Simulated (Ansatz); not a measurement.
Take MoTe2 (space group P6_3/mmc, No. 194; a = 3.497 Å, c = 13.696 Å; layered, stacked along the Cartesian z axis) as the base. Axes: x lies along a and z along c of the hexagonal cell.

All numbers come from PBE-D3(BJ) (Ansatz, a first-principles code; PAW; 420 eV plane waves; no spin-orbit coupling).

For the base:

| Quantity | Result |
|---|---|
| Valence-band top at Γ | 0.00, -0.18, -1.01 eV |
| Width of the top valence band | 1.03 eV |
| Band gap | 0.60 eV |

It is then changed as follows: tensile biaxial strain of 0.60 % in the plane normal to [001], as in epitaxy on a mismatched substrate; the out-of-plane cell vector and the atoms relax.

Problem. What happens to the valence-band top at Γ, width of the top valence band, out-of-plane strain and band gap?

Solution. The valence-band top at Γ (three highest levels, from the VBM) goes from 0.00, -0.18, -1.01 eV to 0.00, -0.14, -1.09 eV; the width of the top valence band goes up by 0.03 eV to 1.06 eV; the out-of-plane strain is -0.28 %; the band gap falls by 0.026 eV to 0.58 eV.

Spin-orbit coupling, missing from the scalar runs, can matter with Te. Stability against distortions was not tested. The program warned that a D3 coordination switch lies within reach, so dispersion energies are less smooth here.
